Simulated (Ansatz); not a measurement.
Consider a 16-atom supercell of BN in the wurtzite structure (space group P6_3mc, No. 186) at its relaxed geometry.

```
CELL_PARAMETERS angstrom
      5.08794     0.00000     0.00000
     -2.54397     4.40628     0.00000
      2.54397     4.40628     4.20774
ATOMIC_POSITIONS crystal
  B  0.33343 0.16677 0.99990
  B  0.33343 0.66677 0.99990
  B  0.83343 0.16677 0.99990
  B  0.83343 0.66677 0.99990
  B  0.66677 0.83343 0.49990
  B  0.66677 0.33343 0.49990
  B  0.16677 0.83343 0.49990
  B  0.16677 0.33343 0.49990
  N  0.70803 0.54137 0.62530
  N  0.70803 0.04137 0.62530
  N  0.20803 0.54137 0.62530
  N  0.20803 0.04137 0.62530
  N  0.04137 0.20803 0.12530
  N  0.04137 0.70803 0.12530
  N  0.54137 0.20803 0.12530
  N  0.54137 0.70803 0.12530
```

The values are results of Kohn–Sham DFT with the r2SCAN functional, run in Ansatz (a first-principles code) with PAW and 500 eV plane waves, no spin-orbit coupling, not measurements.

Before the change:

- Pressure = 0.0 GPa

One thing is altered: one N atom is removed, atoms relaxed at fixed cell, starting from a slightly rattled geometry.

Q: Estimate the effect on the largest displacement of a host atom from its site in the perfect cell and pressure.

A: The largest displacement of a host atom from its site in the perfect cell comes out as 0.11 Å; the pressure goes from zero to -0.7 GPa.

The magnetic state is the one reached from the starting moments; the real material's order can differ, and small cells can't hold many antiferromagnetic ones. The cell is small, so the values are those of an ordered compound at a high defect concentration; dilute-limit values will differ. A case with no gap was solved on a k-mesh chosen for an insulator, which is coarse for it. The defect cell is spin-polarised and ends with 0.7 μB, a fractional moment that hangs on the mesh and smearing.
